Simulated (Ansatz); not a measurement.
The reference is CdS in the zinc blende structure (space group F-43m, No. 216; a = 5.927 Å).

The values are results of Ansatz (a program for electronic structure) PBE, no spin-orbit coupling, earlier PAW set, not measurements.

For the base:

| Property | Result |
|---|---|
| Gap between the host's bands | 1.04 eV |

It is then changed as follows: 0.0260 holes added to each cell, a density of 5.0×10^20 cm⁻³, with a uniform compensating background at fixed cell and a 300 K Fermi–Dirac width.

**Question.** What does the calculation give for the gap between the host's bands after the change?

**Answer.** The gap between the host's bands increases by 0.02 eV, from 1.04 eV to 1.06 eV.

**Question.** What happens to the Fermi level from band edge?

**Answer.** The Fermi level relative to the doped band's edge (positive inside the band; to 0.05 eV) is +0.10 eV.

Charged cell with a jellium background: band edges are those of the host's band count, energies are not comparable with the neutral cell, and many-body gap narrowing is missing. Stability against distortions was not tested.
